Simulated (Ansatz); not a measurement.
Given:

End structure of the (100) surface of rock-salt TiN (in the relaxation 1 S–Ti bonds broke), S on all N sites of the top plane (bottom of the slab: a bare face, its two planes held):

```
CELL_PARAMETERS angstrom
      3.00301     0.00000     0.00000
      0.00000     3.00301     0.00000
      0.00000     0.00000    27.00000
ATOMIC_POSITIONS crystal
  N  0.00000 0.00000 0.29961
  Ti 0.50000 0.50000 0.29961
  N  0.50000 0.50000 0.37825
  Ti 0.00000 0.00000 0.37825
  N  0.00000 0.00000 0.45733
  Ti 0.50000 0.50000 0.45601
  N  0.50000 0.50000 0.53496
  Ti 0.00000 0.00000 0.53683
  N  0.00000 0.00000 0.61462
  Ti 0.50000 0.50000 0.61089
  S  0.50000 0.50000 0.72919
  Ti 0.00000 0.00000 0.68916
```

Set-up: 12 atoms, 10.8 Å thick at the start with caps and adatoms (thin: gaps and levels are the slab's own); mesh 12x12x1; 0.1 eV smearing; dipole correction on; 4 atoms held, the rest relaxed; symmetry of the start imposed; no spin, no spin-orbit, no U. In PBE it is, or lies within 0.01 eV a 1x1 cell of, the lowest of the 2 structures of its composition computed so far; subsurface sites and larger cells were not tried.

Task: What work function of the top face does Ansatz (a first-principles code) with PBE give?

Result: 4.58 eV
